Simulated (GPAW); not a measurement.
Worked example: self-consistent single point of WC (P-6m2, 2 atoms in the cell) in GPAW.

Level of theory: PBE, GPAW PAW datasets PBE (gpaw-data 1.0.1) (plane waves; GPAW 25.7.0).

The change in words: lattice scaled by 0.98. Reference geometry:
```yaml
crystal:
  lattice:
    - [2.90755, 0.00000, 0.00000]
    - [-1.45377, 2.51801, 0.00000]
    - [0.00000, 0.00000, 2.83064]
  atoms:
    - { symbol: W, position: [0.00000, 0.00000, 0.00000] }
    - { symbol: C, position: [0.66667, 0.33333, 0.50000] }
```

Reference input (self-consistent single point, DFT PBE, plane waves, GPAW PAW datasets PBE (gpaw-data 1.0.1)): mode = pw; ecut = 900 eV; xc = PBE; kpts = 13 13 12; mesh shift (steps) = 0 0 0; occupations.name = fermi-dirac; occupations.width = 0.136 eV; nbands = -10; convergence.density = 1e-05 e/electron; convergence.energy = 1e-05 eV/electron; symmetry.symmorphic = false; symmetry.tolerance = 0.0005. This run's input differs from it in these lines:

```diff
@@ -5,5 +5,5 @@
 atoms = Atoms(['W', 'C'],
-              cell=[[2.907549, 0.000000, 0.000000],
-                    [-1.453774, 2.518011, 0.000000],
-                    [0.000000, 0.000000, 2.830638]],
+              cell=[[2.849398, 0.000000, 0.000000],
+                    [-1.424699, 2.467651, 0.000000],
+                    [0.000000, 0.000000, 2.774025]],
               scaled_positions=[[0.000000, 0.000000, 0.000000],
```

Output (repeated stretches shortened):

```
     iter     time        total  log10-change:
                         energy   eigst   dens
iter:   1 --:--:--   -22.543101
iter:   2 --:--:--   -22.074769   -2.23  -1.01
iter:   3 --:--:--   -20.942326   -1.68  -1.07
iter:   4 --:--:--   -20.963167   -3.64  -1.53
iter:   5 --:--:--   -20.970707   -2.87  -1.60
iter:   6 --:--:--   -20.970278   -5.38  -2.71
iter:   7 --:--:--   -20.969901   -4.52  -2.83
iter:   8 --:--:--   -20.969836   -6.20  -3.36
iter:   9 --:--:--   -20.969834c  -7.26  -3.57
iter:  10 --:--:--   -20.969836c  -6.75  -3.66
iter:  11 --:--:--   -20.969836c  -8.52c -4.36
iter:  12 --:--:--   -20.969836c  -8.62c -4.38
iter:  13 --:--:--   -20.969836c  -9.39c -4.51
iter:  14 --:--:--   -20.969836c  -9.72c -4.58
iter:  15 --:--:--   -20.969835c  -8.52c -4.66
iter:  16 --:--:--   -20.969835c -10.45c -5.83c
Converged after 16 iterations.

Dipole moment: (0.711891, -0.411011, 0.000000) |e|*Ang

Energy contributions relative to reference atoms: (reference = -439799.299771)

Kinetic:        +32.409656
Potential:      -31.604351
External:        +0.000000
XC:             -21.826790
Entropy (-ST):   -0.017341
Local:           +0.060321
SIC:             +0.000000
--------------------------
Free energy:    -20.978506
Extrapolated:   -20.969835

Showing only first 2 kpts
 Kpt  Band  Eigenvalues  Occupancy
  0     7     11.63215    2.00000
  0     8     15.37178    0.68685
  0     9     18.78531    0.00000
  0    10     18.78532    0.00000

  1     7     11.71440    2.00000
  1     8     15.34606    0.77447
  1     9     18.13323    0.00000
  1    10     18.13325    0.00000

Fermi level: 15.28365

No gap
No difference between direct/indirect transitions
Energy (eV): -20.969835

Forces in eV/Ang:
  0 W     0.00000   -0.00000    0.00000
  1 C    -0.00000   -0.00000    0.00000

Stress tensor:
    -0.203279     0.000000     0.000000
     0.000000    -0.203279     0.000000
     0.000000     0.000000    -0.239270
Stress (GPa, Voigt): [-32.569  -32.569  -38.3353   0.       0.       0.    ]
```

The run converged in 16 iterations. GPAW prints stress with tension positive. Against the reference run the free energy rises by 75.2 meV/atom.

At such cutoffs GPAW's stress carries a finite-basis (Pulay) error, which enters relaxed cells too; its log prints stress with tension positive.

The starting cell comes from a database of computed structures (which also holds hypothetical and non-ambient phases and stackings), without a prior relaxation at this level. Its lattice was rescaled by a random factor within 2.5 % of one. For this run, on top of that: lattice scaled by 0.98. Spin polarisation is off.

Cost on one core of a shared machine: roughly 2 min.
